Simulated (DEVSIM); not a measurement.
Device: abrupt Ge n-p junction, at 300 K.

```csv
layer (left to right),material,thickness (μm),Nd (cm⁻³),Na (cm⁻³),τn (s),τp (s)
1,Ge,0.960,2.2e18,-,1.4e-7,1.4e-7
2,Ge,1.10,-,1.6e14,1.4e-7,1.4e-7
```

Left contact: ohmic. Right contact: ohmic. Voltage is applied to the left contact. Recombination: SRH at mid-gap, radiative, Auger. Mobility is μmin + (μ − μmin)/(1 + (N/Nref)^α).

Constants are typed, rounded textbook-type inputs, not results; the design itself was drawn at random and stands for no fabricated device. Values at 300 K.

| parameter | Ge |
|---|---|
| gap (eV) | 0.664 |
| affinity (eV) | 4 |
| permittivity | 16 |
| Nc (cm⁻³) | 1.04e19 |
| Nv (cm⁻³) | 6e18 |
| μn (cm²/Vs) | 3900 |
| μp (cm²/Vs) | 1900 |
| μn,min | 150 |
| μp,min | 100 |
| Nref,n | 2.6e17 |
| Nref,p | 4e17 |
| αn | 0.56 |
| αp | 0.6 |
| B (cm³/s) | 6.4e-14 |
| Cn (cm⁶/s) | 1e-31 |
| Cp (cm⁶/s) | 1e-31 |

Simulated with DEVSIM: 1D drift-diffusion, Boltzmann statistics, complete ionisation; no tunnelling, impact ionisation, image-force lowering or self-heating.

Tabulate band edges, carrier densities and field at 5.0 V on the left contact.

Energies count from the Fermi level of the right contact; mesh points crowd at the junctions.

```tsv
x (μm)	Ec (eV)	Ev (eV)	n (cm⁻³)	p (cm⁻³)	field (V/cm)
0.000	-4.960	-5.624	2.2e18	2.0e8	≈ 0
0.01823	-4.960	-5.624	2.2e18	1.9e8	≈ 0
0.04958	-4.960	-5.624	2.2e18	1.9e8	≈ 0
0.09861	-4.960	-5.624	2.2e18	1.8e8	≈ 0
0.2334	-4.960	-5.624	2.2e18	1.5e8	≈ 0
0.4197	-4.960	-5.624	2.2e18	1.1e8	≈ 0
0.6423	-4.960	-5.624	2.2e18	6.5e7	≈ 0
0.8145	-4.960	-5.624	2.2e18	3.0e7	≈ 0
0.8860	-4.960	-5.624	2.2e18	1.5e7	≈ 0
0.9276	-4.960	-5.624	2.2e18	6100000	≈ 0
0.9504	-4.958	-5.622	2.0e18	1500000	6200
0.9720	-4.857	-5.521	4.1e16	330000	52000
0.9990	-4.723	-5.387	2.3e14	550000	49000
1.046	-4.494	-5.158	2.6e12	3600000	49000
1.158	-3.942	-4.606	2.6e12	1.2e7	49000
1.320	-3.151	-3.815	2.6e12	2.5e7	49000
1.573	-1.927	-2.591	2.6e12	4.5e7	48000
1.777	-0.952	-1.616	2.7e12	6.1e7	48000
1.938	-0.184	-0.848	2.7e12	7.4e7	47000
2.000	0.109	-0.555	2.7e12	2.9e9	47000
2.036	0.278	-0.386	2.7e12	2.0e12	47000
2.060	0.392	-0.272	2.7e12	1.6e14	47000
```
